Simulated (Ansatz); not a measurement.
```
CELL_PARAMETERS angstrom
      3.88974    -3.86891    -0.00025
      3.88974     3.86891    -0.00025
     -0.03955     0.00000     5.48673
ATOMIC_POSITIONS crystal
  Cs 0.89720 0.89720 0.60142
  Ge 0.38402 0.38402 0.11467
  Br 0.39907 0.39907 0.59230
  Br 0.39933 0.90617 0.09934
  Br 0.90617 0.39933 0.09934
```

Relaxed-ion tensors in this frame from PBEsol in Ansatz (a first-principles code). Proper piezoelectric stress tensor e (C/m²):

```
-2.22  -1.47  -0.16   0.00   0.15   0.00
 0.00   0.00   0.00   0.30   0.00  -1.68
 0.00   0.18   2.51   0.00  -0.39   0.00
```

Stiffness C (GPa):

```
24.5  10.8   5.1   0.0   1.8   0.0
10.8  32.7   5.3   0.0   1.3   0.0
 5.1   5.3  34.2   0.0   2.8   0.0
 0.0   0.0   0.0   9.1   0.0   1.4
 1.8   1.3   2.8   0.0   8.7   0.0
 0.0   0.0   0.0   1.4   0.0  14.5
```

The cell is a database entry relaxed within its symmetry; it need not be the phase found at ambient conditions. Cs is the large-site (A) cation and Ge the one bonded closest to the anions (B).

Problem. Obtain the piezoelectric strain tensor d.

Solution. d = e S with S = C⁻¹, in pC/N:

```
-86.5  -19.1    8.3    0.0   35.3    0.0
  0.0    0.0    0.0   51.6    0.0   -121
-11.3   -1.1   80.9    0.0  -68.3    0.0
```
Away from Γ the polar cell without biaxial strain shows no imaginary mode on a 2×2×2 mesh.
